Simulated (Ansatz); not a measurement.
# Effect of tensor shear ε_xz = +1.71 % on Ti

The parent structure is Ti in the hcp (Mg type) structure (space group P6_3/mmc, No. 194; a = 2.936 Å, c = 4.640 Å; relaxed with 0.1 eV smearing). Axes: x lies along a and z along c of the hexagonal cell.

One thing is altered: a pure shear with ε_xz = ε_zx = 0.0171; the atoms relax in the strained cell.

Calculations: DFT with r2SCAN, PAW potentials and a 500 eV plane-wave cutoff in Ansatz (a quantum-chemistry and plane-wave program), no SOC. Γ-centred 23×23×13 mesh, Fermi–Dirac width 0.1 eV.

The volume per atom stays 17.32 Å³ and the space group changes from P6_3/mmc (No. 194) to C2/c (No. 15). The shortest interatomic distance shrinks by 0.0404 Å, from 2.874 Å to 2.833 Å and the energy increases by 3.0 meV/atom. The pressure (mean of the normal stresses, compression positive) stays 0.0 GPa and the band gap is still zero. The stress (xx, yy, zz, yz, xz, xy; compression positive) is (0.1, -0.1, 0.0, 0.0, -1.6, 0.0) GPa.

Cost of the whole job for the changed cell (relaxation, final SCF and bands): very roughly 2.7 core-minutes.

Whether these cells are dynamically stable was not tested. The final runs are not spin-polarised.
